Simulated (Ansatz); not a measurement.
```xyz
4
Lattice="4.3413 0.0000 0.0000 0.0000 6.6148 0.0000 2.1706 0.0000 1.2532" Properties=species:S:1:pos:R:3 pbc="T T T"
B      2.8942     1.6537     0.0000
B      1.4471     4.9611     0.0000
N      2.8942     4.9611     0.0000
N      1.4471     1.6537     0.0000
```

Space group of this cell: P6_3/mmc. The cell was relaxed by PBE-D3(BJ); by r2SCAN its mean pressure is -1.3 GPa.

Transport runs along the normal of the first two printed cell vectors, the (110) plane of the conventional cell.

No gap correction and no spin-orbit coupling; mid-gap values are interpolated between computed energies.

Q: Give the band gap and the smallest decay constant κ at mid-gap that r2SCAN (Ansatz, a first-principles code) yields.

A: Gap 4.79 eV on a 24×6×24 mesh; κ = 0.384 1/Å, at (0.500, 0.500) of the in-plane reciprocal vectors. At the zone centre, at the nearest computed energy, the slowest state has κ = 0.40 1/Å.
